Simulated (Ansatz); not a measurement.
# zinc-blende BN: the defect Hf on the B site (Hf_B)

Computed with PBE, PAW (plane waves to 420 eV; Ansatz, a first-principles code). Cell: 64 sites, 2×2×2; final energies on a 2×2×2 shifted mesh. Site at the start: the B site. Finite-size correction: monopole term and site-potential alignment. Dielectric constants: PBE linear response of the host. Host gap at this level: 4.46 eV. Finite-size and sampling errors can reach tenths of an eV here. Levels are measured in PBE's own, too narrow, gap. Spin–orbit coupling is left out, which matters for these heavy elements. Each state is the lowest found from its start.

Formation energies E_f are given with the Fermi level at the valence-band maximum. Chemical conditions: B-rich (Δμ(B) = 0.00 eV, Δμ(Hf) = -3.02 eV, bounded by HfB2 (P6/mmm); only phases computed here count, gases as isolated molecules at 0 K); N-rich (Δμ(B) = -2.35 eV, Δμ(Hf) = -3.51 eV, bounded by Hf3N4 (I-43d); only phases computed here count, gases as isolated molecules at 0 K). Reference phases: B: alpha boron, Hf: hcp Hf.

| charge | moment (μB) | largest move off a lattice site (Å) | image correction with alignment (eV) | E_f, B-rich (eV) | E_f, N-rich (eV) |
|---|---|---|---|---|---|
| +1† | not spin-polarised | 0.33 | 1.43 | – | – |
| 0† | 1.0 | 0.41 | 0.00 | 13.78 | 11.93 |
| −1* | not spin-polarised | 0.44 | – | – | – |

* At this level the carrier isn't localised at the defect: at charge −1 electrons occupy the conduction band. Such a state is shallow or no state of the defect, and this cell gives it no level.

† Not settled in this cell, so no level is given: charge +1: a large or scattered potential alignment; charge 0: carriers not clearly localised.

Flagged in the runs: a doubtful potential alignment, a strain field that reaches the edge of the cell.
